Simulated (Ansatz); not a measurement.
# TiGe (model structure, started from the WC type, P-6m2, No. 187, 2 atoms in the cell)

The numbers are results of r²SCAN (plane waves, PAW; Ansatz, a program for electronic structure), not measurements.

Run with plane-wave cutoff 500 eV, 18×18×12 k mesh (along the axes of the cell as run), Fermi–Dirac smearing 0.05 eV, no spin polarisation, scalar-relativistic PAW data made under PBE.

Cell (relaxed at this level):

Space group P-6m2 (No. 187); a = 3.944 Å, b = 3.944 Å, c = 2.793 Å, α = 90.00°, β = 90.00°, γ = 120.00°

| atom | site | symmetry | x | y | z |
|---|---|---|---|---|---|
| Ti | 1a | -6m2 | 0.0000 | 0.0000 | 0.0000 |
| Ge | 1f | -6m2 | 0.6667 | 0.3333 | 0.5000 |

For TiGe (model structure, started from the WC type, P-6m2, No. 187, 2 atoms in the cell), the band gap comes out as zero (no gap).

Note: the relaxation could raise the start's symmetry but not lower it, so the cell can be a saddle point.

Spin–orbit coupling is not included.

Computing time: about 9 core-minutes (a rough figure).

A model structure was made by putting elements into a prototype or built by hand; it is no filed structure, need not be a known phase, and can be a saddle point held by its symmetry.
